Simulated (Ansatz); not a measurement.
# SnSiO3 (model structure, started from the tetragonal perovskite type, P4mm, No. 99, 5 atoms in the cell)

The numbers are results of r²SCAN (plane waves, PAW; Ansatz, a quantum-chemistry and plane-wave program), not measurements.

Numerical settings: plane-wave cutoff 560 eV, 10×10×8 k mesh (along the axes of the cell as run), Fermi–Dirac smearing 0.01 eV, scalar-relativistic PAW data made under PBE.

Cell (relaxed with PBEsol):

Space group P4mm (No. 99); a = b = 3.466 Å, c = 4.689 Å, α = β = γ = 90.00°

| atom | site | symmetry | x | y | z |
|---|---|---|---|---|---|
| Si | 1b | 4mm | 0.5000 | 0.5000 | 0.4903 |
| Sn | 1a | 4mm | 0.0000 | 0.0000 | 0.0149 |
| O | 1b | 4mm | 0.5000 | 0.5000 | 0.8381 |
| O | 2c | 2mm. | 0.0000 | 0.5000 | 0.3813 |

band gap: 1.25 eV
smallest direct gap on the k points sampled: 1.86 eV
direct gap at Γ: 4.57 eV

Note: the relaxation could raise the start's symmetry but not lower it, so the cell can be a saddle point; cell and atoms aren't relaxed at this level (largest force component 0.39 eV/Å, pressure -0.2 GPa).

Spin–orbit coupling is not included.

Static lattice: no zero-point or thermal effects.

A model structure was made by putting elements into a prototype or built by hand; it is no filed structure, need not be a known phase, and can be a saddle point held by its symmetry.
